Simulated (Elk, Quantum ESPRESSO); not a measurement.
An Elk input for a self-consistent single point of Hf₄AlSi (I422, 6 atoms in the cell) (DFT, PBEsol, all-electron FP-LAPW, Elk's shipped species files, default APW+lo basis):

```
tasks
  0

xctype
  22

rmtscf
  0.92

stype
  0

swidth
  0.00367493

maxscl
  100

avec
   -6.1660610714    6.1660610714    4.8286338628
    6.1660610714   -6.1660610714    4.8286338628
    6.1660610714    6.1660610714   -4.8286338628

atoms
  3
  'Hf.in'
  4
  0.4041400000  0.9041400000  0.8082800000    0.0 0.0 0.0
  0.9041400000  0.0958600000  0.5000000000    0.0 0.0 0.0
  0.0958600000  0.5958600000  0.1917200000    0.0 0.0 0.0
  0.5958600000  0.4041400000  0.5000000000    0.0 0.0 0.0
  'Al.in'
  1
  0.5000000000  0.5000000000  0.0000000000    0.0 0.0 0.0
  'Si.in'
  1
  0.0000000000  0.0000000000  0.0000000000    0.0 0.0 0.0

ngridk
  6 6 6
```

Task: Write the same calculation as an input for Quantum ESPRESSO.

Result: One input that does it (others would too):

```fortran
&CONTROL
 calculation = 'scf',
 prefix = 'scf',
 outdir = './out',
 pseudo_dir = './',
 verbosity = 'high',
 tprnfor = .true.,
 tstress = .true.,
/
&SYSTEM
 ibrav = 7,
 celldm(1) = 12.3321221427,
 celldm(3) = 0.783098611405,
 nat = 6,
 ntyp = 3,
 ecutwfc = 60,
 occupations = 'smearing',
 smearing = 'gauss',
 degauss = 0.0073499,
/
&ELECTRONS
 conv_thr = 1.0d-9,
/
ATOMIC_SPECIES
Hf   178.4900  Hf.upf
Al    26.9815  Al.upf
Si    28.0850  Si.upf
ATOMIC_POSITIONS {angstrom}
Hf   -1.0058988349    4.2688378349    1.2776015000
Hf   -4.2688378349   -1.0058988349    1.2776015000
Hf    1.0058988349    2.2570401651    1.2776015000
Hf   -2.2570401651    1.0058988349    1.2776015000
Al    0.0000000000    0.0000000000    2.5552030000
Si    0.0000000000    0.0000000000    0.0000000000
K_POINTS {automatic}
6 6 6  0 0 0
```

Basis settings and potentials, where a program has them, do not carry over. This input uses DFT, PBEsol, plane waves, PseudoDojo standard norm-conserving (PBESOL) pseudopotentials.

The starting cell comes from a database of computed structures (which also holds hypothetical and non-ambient phases and stackings), without a prior relaxation at this level. For this run, on top of that: lattice scaled by 0.98.
